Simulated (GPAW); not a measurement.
Input and output of a self-consistent single point for B6Pb (Pm-3m, 7 atoms in the cell) (GPAW).

Computed with PBEsol, GPAW PAW datasets PBEsol (made by gpaw-setup) (plane waves; GPAW 25.7.0).

```
CELL_PARAMETERS angstrom
      4.15257     0.00000     0.00000
      0.00000     4.15257     0.00000
      0.00000     0.00000     4.15257
ATOMIC_POSITIONS crystal
  B  0.20300 0.50000 0.50000
  B  0.79700 0.50000 0.50000
  B  0.50000 0.20300 0.50000
  B  0.50000 0.79700 0.50000
  B  0.50000 0.50000 0.20300
  B  0.50000 0.50000 0.79700
  Pb 0.00000 0.00000 0.00000
```

Reference input (self-consistent single point, DFT LDA (Perdew-Wang 92), plane waves, GPAW PAW datasets LDA (gpaw-data 1.0.1)): mode = pw; ecut = 950 eV; xc = LDA; kpts = 4 4 4; mesh shift (steps) = 0 0 0; occupations.name = fixed-uniform; nbands = -8; convergence.density = 1e-05 e/electron; convergence.energy = 1e-05 eV/electron; convergence.bands = -6; symmetry.symmorphic = false; symmetry.tolerance = 0.0005. This run's input differs from it in these lines:

```diff
@@ -18,3 +18,3 @@
 calc = GPAW(mode=PW(950),
-            xc='LDA',
+            xc='PBEsol',
             kpts={'size': (4, 4, 4), 'gamma': True},
```

Its files differ too (potentials: GPAW PAW datasets PBEsol (made by gpaw-setup)).

Output (repeated stretches shortened):

```
     iter     time        total  log10-change:
                         energy   eigst   dens
iter:   1 --:--:--   -52.542439   +0.59
iter:   2 --:--:--   -51.256560   -0.74  -0.80
iter:   3 --:--:--   -46.310142   -0.04  -0.84
iter:   4 --:--:--   -45.865426   -1.65  -1.35
iter:   5 --:--:--   -45.784952   -2.78  -1.45
iter:   6 --:--:--   -45.772831   -2.37  -1.64
iter:   7 --:--:--   -45.778478   -2.20  -2.02
iter:   8 --:--:--   -45.761264   -3.03  -2.08
iter:   9 --:--:--   -45.761548   -3.95  -3.10
iter:  10 --:--:--   -45.761510c  -4.41  -2.88
iter:  11 --:--:--   -45.761350c  -4.45  -3.09
iter:  12 --:--:--   -45.761310c  -5.80  -3.55
iter:  13 --:--:--   -45.761298c  -6.56  -4.02
iter:  14 --:--:--   -45.761299c  -7.13  -4.09
iter:  15 --:--:--   -45.761292c  -6.89  -4.10
iter:  16 --:--:--   -45.761291c  -7.47c -4.18
iter:  17 --:--:--   -45.761288c  -6.35  -4.22
iter:  18 --:--:--   -45.761287c  -7.51c -4.35
iter:  19 --:--:--   -45.761287c  -8.96c -4.47
iter:  20 --:--:--   -45.761288c  -7.66c -4.48
iter:  21 --:--:--   -45.761288c  -8.33c -4.58
iter:  22 --:--:--   -45.761287c  -7.83c -4.77
iter:  23 --:--:--   -45.761287c  -8.76c -5.08c
Converged after 23 iterations.

Dipole moment: (-0.000000, -0.000000, -0.000000) |e|*Ang

Energy contributions relative to reference atoms: (reference = -571118.138335)

Kinetic:        +57.067778
Potential:      -47.776518
External:        +0.000000
XC:             -54.991913
Entropy (-ST):   +0.000000
Local:           -0.060635
SIC:             +0.000000
--------------------------
Free energy:    -45.761287
Extrapolated:   -45.761287

Showing only first 2 kpts
 Kpt  Band  Eigenvalues  Occupancy
  0    14      7.95441    2.00000
  0    15      7.95441    2.00000
  0    16     10.72885    0.00000
  0    17     10.72885    0.00000

  1    14      6.18513    2.00000
  1    15      7.96817    2.00000
  1    16      9.88345    0.00000
  1    17     11.17392    0.00000

Fermi level: 8.43522

Gap: 0.906 eV
Transition (v -> c):
   [... lines left out ...]
Direct gap: 1.277 eV
   [... lines left out ...]
  1 B     0.14810    0.00000    0.00000
  2 B     0.00000   -0.14810    0.00000
  3 B     0.00000    0.14810    0.00000
  4 B    -0.00000    0.00000   -0.14810
  5 B    -0.00000    0.00000    0.14810
  6 Pb    0.00000    0.00000    0.00000

Stress tensor:
    -0.031488    -0.000000     0.000000
    -0.000000    -0.031488     0.000000
     0.000000     0.000000    -0.031488
Stress (GPa, Voigt): [-5.0449 -5.0449 -5.0449  0.      0.     -0.    ]
```

The run converged in 23 iterations. GPAW prints stress with tension positive. Against the reference run the largest force goes from 0.036 to 0.148 eV/Å and the gap on the mesh hardly changes (0.905 to 0.906 eV).

At such cutoffs GPAW's stress carries a finite-basis (Pulay) error, which enters relaxed cells too; its log prints stress with tension positive.

The starting cell comes from a database of computed structures (which also holds hypothetical and non-ambient phases and stackings), without a prior relaxation at this level. Its lattice was rescaled by a random factor within 2.5 % of one. Spin-orbit coupling is off.

Cost on one core of a shared machine: roughly 50 s.
